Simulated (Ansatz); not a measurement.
# MgB2 under load (space group P6/mmm): band-structure transport figures

Given:

```xyz
3
Lattice="2.9981 0.0000 0.0000 -1.4990 2.5964 0.0000 0.0000 0.0000 3.3446" Properties=species:S:1:pos:R:3 pbc="T T T"
Mg     0.0000     0.0000     0.0000
B      1.4990     0.8655     1.6723
B      0.0000     1.7309     1.6723
```

Computed with PBEsol, rigid bands (plane waves, PAW, scalar-relativistic; Ansatz, a first-principles code). Condition of this run: hydrostatic pressure 15 GPa (the target of the relaxation). Geometry: cell and atoms relaxed with PBEsol, then loaded as said.

```
Quantity                                                           Value
------------------------------------  ----------------------------------
density of states at the Fermi level  0.661 states/(eV·cell), both spins
bare Sommerfeld coefficient                    0.52 mJ/(mol of atoms·K²)
Drude plasma energy                                               7.5 eV
root-mean-square Fermi velocity                                9.2e5 m/s
resistivity times τ                                     8.7 ×10⁻²² Ω·m·s
```

A metal at this level (no band gap); rigid bands, thermally averaged at 300 K, both spins. Spin-orbit coupling is left out. τ is one relaxation time for all states.
